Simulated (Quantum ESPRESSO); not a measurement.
Quantum ESPRESSO is run on CsAuBr3 (I4/mmm, 10 atoms in the cell), and the run fails. The aim is a self-consistent single point with DFT, LDA (PZ), plane waves, GBRV 1.5 ultrasoft (LDA) pseudopotentials.

Input as run:

```fortran
&CONTROL
  calculation = 'scf'
  prefix = 'csaubr3'
  outdir = './tmp/'
  pseudo_dir = './'
  tprnfor = .true.
  tstress = .true.
/
&SYSTEM
  ibrav = 7
  A = 7.75920000
  C = 11.30790000
  nat = 10
  ntyp = 3
  ecutwfc = 40
  ecutrho = 40
  occupations = 'smearing'
  smearing = 'fd'
  degauss = 0.0036749
/
&ELECTRONS
  conv_thr = 1.0e-11
  mixing_beta = 0.3
/
ATOMIC_SPECIES
Au   196.9666  au_lda_v1.uspp.F.UPF
Br    79.9040  br_lda_v1.4.uspp.F.UPF
Cs   132.9055  cs_lda_v1.uspp.F.UPF
ATOMIC_POSITIONS {angstrom}
Au    0.00000000    0.00000000    0.00000000
Au    0.00000000    0.00000000    5.65395000
Br   -1.72254240    1.72254240    0.00000000
Br    2.15705760    2.15705760    5.65395000
Br   -2.15705760    2.15705760    5.65395000
Br   -2.15705760   -2.15705760    5.65395000
Br    0.00000000    0.00000000    8.05348638
Br    0.00000000    0.00000000    3.25441362
Cs   -3.87960000    0.00000000    2.82697500
Cs    0.00000000    3.87960000    2.82697500
K_POINTS {automatic}
3 3 3  0 0 0
```

Output, abridged:

```
 %%%%%%%%%%%%%%%%%%%%%%%%%%%%%%%%%%%%%%%%%%%%%%%%%%%%%%%%%%%%%%%%%%%%%%%%%%%%%%
     Error in routine set_cutoff (1):
     ecutrho <= ecutwfc?!?
 %%%%%%%%%%%%%%%%%%%%%%%%%%%%%%%%%%%%%%%%%%%%%%%%%%%%%%%%%%%%%%%%%%%%%%%%%%%%%%

     stopping ...
```

Question: From the messages shown, name the fault and mend the input.

Answer: The fault is a density cutoff or grid that is too coarse; here the program stops on it instead of giving results. To fix it, restore the density cutoff. The program stopped before any SCF iteration.

The sound input it was made from differs as follows (other fixes are possible):
```diff
-  ecutrho = 40
+  ecutrho = 320
```

With that input, the run converged in 15 iterations: free energy E − TS -8651.5932 eV; top of the valence band (on the code's own zero) 3.30 eV; gap on the k-point mesh 1.23 eV; pressure -1.03 GPa; largest force (vector length) 0.443 eV/Å (DFT, LDA (PZ), plane waves, GBRV 1.5 ultrasoft (LDA) pseudopotentials).

On the sound input: the starting cell comes from a database of published, mostly measured structures (it also holds non-ambient and calculated ones), without a prior relaxation at this level. Spin-orbit coupling is off.
